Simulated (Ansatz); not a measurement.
# TaGe2 (model structure, from the AlB2 type, P6/mmm, No. 191): properties by level of theory

```csv
level (code),lattice parameter a (Å),lattice parameter c (Å),enthalpy of formation (eV/atom)
PBE (Ansatz),4.666,2.734,0.235
PBEsol (Ansatz),4.600,2.703,0.158
PBE-D3(BJ) (Ansatz),4.603,2.707,0.156
```

Ansatz's density-functional and Hartree–Fock values are scalar-relativistic unless marked +SOC, with PAW data made under PBE.

Computed values are for the static lattice.

A model structure was made by putting elements into a prototype or built by hand; it is no filed structure, need not be a known phase, and can be a saddle point held by its symmetry.

Ansatz is a program for electronic structure.
